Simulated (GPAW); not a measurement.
A self-consistent single point of CaC₂ (P-1, 6 atoms in the cell) with GPAW.

Level of theory: LDA (Perdew-Wang 92), GPAW PAW datasets LDA (gpaw-data 1.0.1) (plane waves; GPAW 25.7.0).

The change in words: lattice scaled by 0.98. Reference geometry:
```
CELL_PARAMETERS angstrom
      3.87625     0.00000     0.00000
      1.84964     3.53935     0.00000
      0.41179     1.00694     7.21993
ATOMIC_POSITIONS crystal
  Ca 0.22555 0.98060 0.75247
  Ca 0.77445 0.01940 0.24753
  C  0.13145 0.40051 0.06016
  C  0.86855 0.59949 0.93984
  C  0.44816 0.63441 0.43396
  C  0.55184 0.36559 0.56604
```

Reference input (self-consistent single point, DFT LDA (Perdew-Wang 92), plane waves, GPAW PAW datasets LDA (gpaw-data 1.0.1)): mode = pw; ecut = 900 eV; xc = LDA; kpts = 7 6 3; mesh shift (steps) = 0 0 0; occupations.name = fixed-uniform; nbands = -8; convergence.forces = 0.001 eV/Å; convergence.bands = -6; symmetry.symmorphic = false; symmetry.tolerance = 0.0005; maxiter = 150. This run's input differs from it in these lines:

```diff
@@ -5,11 +5,11 @@
 atoms = Atoms(['Ca', 'Ca', 'C', 'C', 'C', 'C'],
-              cell=[[3.876246, 0.000000, 0.000000],
-                    [1.849641, 3.539348, 0.000000],
-                    [0.411788, 1.006944, 7.219933]],
-              positions=[[2.997903, 4.228380, 5.432783],
-                         [3.139772, 0.317912, 1.787150],
-                         [1.275105, 1.478122, 0.434351],
-                         [4.862570, 3.068170, 6.785582],
-                         [3.089309, 2.682371, 3.133162],
-                         [3.048366, 1.863921, 4.086771]],
+              cell=[[3.798721, 0.000000, 0.000000],
+                    [1.812648, 3.468561, 0.000000],
+                    [0.403552, 0.986805, 7.075534]],
+              positions=[[2.937945, 4.143812, 5.324127],
+                         [3.076976, 0.311554, 1.751407],
+                         [1.249603, 1.448560, 0.425664],
+                         [4.765318, 3.006806, 6.649870],
+                         [3.027522, 2.628724, 3.070499],
+                         [2.987399, 1.826642, 4.005035]],
               pbc=True)
```

Log, with long lists cut:

```
     iter     time        total  log10-change:
                         energy   eigst   dens  force
iter:   1 --:--:--   -49.569181   +0.62
iter:   2 --:--:--   -48.643903   -0.29  -0.91
iter:   3 --:--:--   -44.714333   +0.19  -0.95
iter:   4 --:--:--   -44.733512   -0.74  -1.38
iter:   5 --:--:--   -45.655765   -0.66  -1.41
iter:   6 --:--:--   -44.629540   -0.68  -1.30
iter:   7 --:--:--   -44.627391   -1.98  -2.22
iter:   8 --:--:--   -44.630512c  -2.43  -2.35
iter:   9 --:--:--   -44.626524c  -2.24  -2.38
iter:  10 --:--:--   -44.625584c  -3.22  -2.85
iter:  11 --:--:--   -44.625556c  -3.62  -3.01
iter:  12 --:--:--   -44.625475c  -3.73  -3.11
iter:  13 --:--:--   -44.625389c  -4.51  -3.37
iter:  14 --:--:--   -44.625384c  -4.97  -3.68
iter:  15 --:--:--   -44.625394c  -4.97  -3.72
iter:  16 --:--:--   -44.625374c  -5.12  -3.62
iter:  17 --:--:--   -44.625374c  -6.02  -4.25c
iter:  18 --:--:--   -44.625375c  -6.08  -4.29c
iter:  19 --:--:--   -44.625374c  -6.22  -4.21c
iter:  20 --:--:--   -44.625374c  -6.91  -4.45c
iter:  21 --:--:--   -44.625374c  -7.22  -4.70c
iter:  22 --:--:--   -44.625374c  -7.36  -4.69c
iter:  23 --:--:--   -44.625374c  -7.84c -4.88c
iter:  24 --:--:--   -44.625374c  -8.24c -4.97c -3.10c
Converged after 24 iterations.

Dipole moment: (-0.000000, 0.000000, -0.000000) |e|*Ang

Energy contributions relative to reference atoms: (reference = -41008.035860)

Kinetic:        +43.129278
Potential:      -38.933682
External:        +0.000000
XC:             -47.648364
Entropy (-ST):   +0.000000
Local:           -1.172606
SIC:             +0.000000
--------------------------
Free energy:    -44.625374
Extrapolated:   -44.625374

Showing only first 2 kpts
 Kpt  Band  Eigenvalues  Occupancy
  0    16      2.24861    2.00000
  0    17      2.45104    2.00000
  0    18      5.29540    0.00000
  0    19      6.60025    0.00000

  1    16      1.92472    2.00000
  1    17      2.32964    2.00000
  1    18      5.79916    0.00000
  1    19      6.78023    0.00000

Fermi level: 3.84156

Gap: 2.366 eV
Transition (v -> c):
   [... lines left out ...]
Direct gap: 2.844 eV
   [... lines left out ...]
  0 Ca   -0.01094    0.00014    0.00139
  1 Ca    0.01094   -0.00014   -0.00139
  2 C     0.81350   -0.68122    1.04395
  3 C    -0.81350    0.68122   -1.04395
  4 C     0.03921    0.99746   -1.15015
  5 C    -0.03921   -0.99746    1.15015

Stress tensor:
     0.006542     0.004756    -0.007388
     0.004756    -0.000260     0.018031
    -0.007388     0.018031    -0.010212
Stress (GPa, Voigt): [ 1.0481 -0.0416 -1.6362  2.8888 -1.1837  0.7619]
```

The run converged in 24 iterations. GPAW prints stress with tension positive. Against the reference run the free energy goes down by 15.5 meV/atom, the largest force goes from 0.325 to 1.523 eV/Å and the gap on the mesh goes from 2.422 to 2.366 eV.

At such cutoffs GPAW's stress carries a finite-basis (Pulay) error, which enters relaxed cells too; its log prints stress with tension positive.

The starting cell comes from a database of computed structures (which also holds hypothetical and non-ambient phases and stackings), without a prior relaxation at this level. Its lattice was rescaled by a random factor within 2.5 % of one. For this run, on top of that: lattice scaled by 0.98. Forces in this geometry exceed 1 eV/Å.

Cost on one core of a shared machine: roughly 3 min.
